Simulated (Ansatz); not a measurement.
Take BeS in the zinc blende structure (space group F-43m, No. 216; a = 4.8381 Å) as the base. Axes: x, y, z lie along the cube axes.

Calculations: Ansatz (a first-principles code), PBEsol, PAW, cutoff 420 eV, without spin-orbit coupling.

Strains are applied to the cell and any free atomic positions relax.

One change was made to it. Results:

The band gap decreases by 0.06 eV, from 2.91 eV to 2.85 eV; the valence-band top at Γ (three highest levels, from the VBM) changes from 0.00, 0.00, 0.00 eV to 0.00, -0.03, -0.03 eV.

Question: What was done to the base?
(A) uniaxial strain ε_zz = +0.50 %
(B) uniaxial strain ε_zz = −1.00 %
(C) uniaxial strain ε_zz = −0.50 %

Answer: C, uniaxial strain ε_zz = −0.50 %. For comparison, the band gap in the other runs: uniaxial strain ε_zz = +0.50 % gives 2.90 eV; uniaxial strain ε_zz = −1.00 % gives 2.80 eV.

Gaps are read on the SCF mesh and a high-symmetry path. Stability against distortions was not tested.
